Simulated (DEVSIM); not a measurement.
Device: Schottky contact on n-type GaAs, at 300 K.

Layer 1 from the left is GaAs, thickness (μm) 5.90, Nd (cm⁻³) 1.5e17, τn (s) 3e-10, τp (s) 3e-10.

Left contact: Schottky, work function 5.17 eV, emission velocity 8e6 cm/s. Right contact: ohmic. Voltage is applied to the left contact. Recombination: SRH at mid-gap, Auger. Mobility is constant in doping.

The device is made up for the run: typed textbook-type constants, with dimensions and the other settings drawn at random. Values at 300 K.

GaAs: gap (eV) 1.424, affinity (eV) 4.07, permittivity 12.9, Nc (cm⁻³) 4.7e17, Nv (cm⁻³) 9e18, μn (cm²/Vs) 8500, μp (cm²/Vs) 400, Cn (cm⁶/s) 1e-30, Cp (cm⁶/s) 1e-30.

DEVSIM, 1D drift-diffusion, Boltzmann statistics, complete ionisation; no tunnelling, impact ionisation, image-force lowering or self-heating. Metal contacts follow the ideal Schottky-Mott rule: no Fermi-level pinning, no interface dipoles.

Dark forward current:

| |V| (V) | |J| (A/cm²) |
|---|---|
| 0.05 | 5.670e-10 |
| 0.10 | 1.973e-9 |
| 0.15 | 5.735e-9 |
| 0.20 | 1.608e-8 |
| 0.25 | 4.566e-8 |
| 0.30 | 1.369e-7 |
| 0.35 | 4.624e-7 |
| 0.40 | 1.887e-6 |
| 0.45 | 9.499e-6 |
| 0.50 | 5.607e-5 |
| 0.55 | 0.0003616 |
| 0.60 | 0.002430 |
| 0.65 | 0.01661 |
| 0.70 | 0.1143 |
| 0.75 | 0.7884 |
| 0.80 | 5.442 |
| 0.85 | 37.45 |
| 0.90 | 252.4 |
| 0.95 | 1512 |
| 1.00 | 6182 |

**Question.** Work out the local ideality factor n = ΔV / (kT/q · ln(J2/J1)) between the rows 0.15 and 0.20 V, 0.75 and 0.80 V, 0.95 and 1.00 V.

**Answer.** kT/q = 25.85 mV. From 0.15 to 0.20 V: ln(1.608e-8/5.735e-9) = 1.031, n = 1.88, near the 2 of recombination in the depletion region. From 0.75 to 0.80 V: ln(5.442/0.7884) = 1.932, n = 1.00, near the 1 of diffusion or emission over a barrier. From 0.95 to 1.00 V: ln(6182/1512) = 1.408, n = 1.37; the layers' resistance at their doping, Σ W/(qμN) = 2.9e-6 Ω cm², would take 13 mV of this step of 50 mV.

**Question.** Estimate the current at 0.70 V for emission alone, J0 = q v N_band exp(−φB/kT), and read the barrier back from the simulated current.

**Answer.** φB = 1.100 eV, N_band = 4.70e17 cm⁻³, J0 = 1.99e-13 A/cm²; J = J0 (exp(qV/kT) − 1) = 0.115 A/cm². The simulation gives 0.114 A/cm², the same within the digits that matter. Read backwards, the simulated current gives an apparent barrier of 1.100 eV. The estimate leaves out transport through the depletion region and minority injection.
